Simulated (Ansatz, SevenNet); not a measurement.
A15 Nb3Sn (cubic form, which distorts at low temperature), enthalpy of formation

Reference value: -0.158 ± 0.02 eV/atom (measured, 298 K, copied from a table, unchecked, no zero-point or thermal correction; as tabulated in Wang et al. (2021), doi:10.1038/s41598-021-94550-5).

### Question
What do SevenNet-l3i5, LDA, PBE, PBEsol, r²SCAN, HSE06, PBE0 give, and how far is each from the reference?

### Answer

| level (code) | value (eV/atom) | difference (eV/atom) |
|---|---|---|
| SevenNet-l3i5 (SevenNet) | -0.181 | -0.023 |
| LDA (Ansatz) | -0.215 | -0.057 |
| PBE (Ansatz) | -0.185 | -0.027 |
| PBEsol (Ansatz) | -0.216 | -0.058 |
| r²SCAN (Ansatz) | -0.257 | -0.099 |
| HSE06 (Ansatz) | -0.302 | -0.144 |
| PBE0 (Ansatz) | -0.334 | -0.176 |

Nearest, and too close to rank with a margin of 0.050 eV/atom (twice that across the reference) picked here for doubts on the reference and the settings, and for temperature and zero-point motion: SevenNet-l3i5 (-0.023 eV/atom), PBE (-0.027 eV/atom), LDA (-0.057 eV/atom), PBEsol (-0.058 eV/atom). Farthest off: PBE0 (-0.176 eV/atom).

The reference has no zero-point or thermal correction, while the calculations are for a static lattice, so the differences are not the levels' errors alone.  Density-functional levels without +SOC have no spin–orbit coupling, which shifts binding energies of heavy elements. LDA, PBE, PBEsol, r²SCAN, HSE06, PBE0: symmetry holds this phase in the static calculation, where it need not be a minimum. HSE06, PBE0: hybrids on metals are sensitive to the k mesh and can open a false gap. Values are at the level's own equilibrium cell; HSE06 at the r²SCAN cell; PBE0 at the r²SCAN cell. Ansatz's density-functional and Hartree–Fock values are scalar-relativistic unless marked +SOC, with PAW data made under PBE.

Machine-learned potentials (SevenNet-l3i5) are trained on DFT data, which may include these solids.

Differences are worked out from the printed values.

Ansatz is a program for electronic structure.
